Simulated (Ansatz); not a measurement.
Here is the system:

```
CeO2
1.0
    0.00000     2.71868     2.71868
    2.71868     0.00000     2.71868
    2.71868     2.71868     0.00000
Ce O
1 2
Cartesian
  0.00000   0.00000   0.00000
  1.35934   1.35934   1.35934
  4.07802   4.07802   4.07802
```

No spin polarisation.

Computed with r2SCAN (Ansatz, an electronic-structure program), spin-orbit coupling left out. k-mesh 11×11×11 (Γ-centred); smearing 0.05 eV (Fermi–Dirac).

Problem. Estimate the band gap.

Solution. 2.20 eV.

Problem. What is the computed width of the top valence band?

Solution. 0.80 eV.

Problem. Predict the gap character (in this cell's own zone, which can be folded).

Solution. Indirect, a point along ⟨110⟩, about 0.9 Å⁻¹ from Γ → L.

Problem. What space group (of the atoms, moments ignored) does the calculation give?

Solution. Fm-3m (No. 225).

Whether these cells are dynamically stable was not tested. All final runs are without spin polarisation. The cell was made from CeO2 in the fluorite structure (space group Fm-3m, No. 225) by this change: non-magnetic.
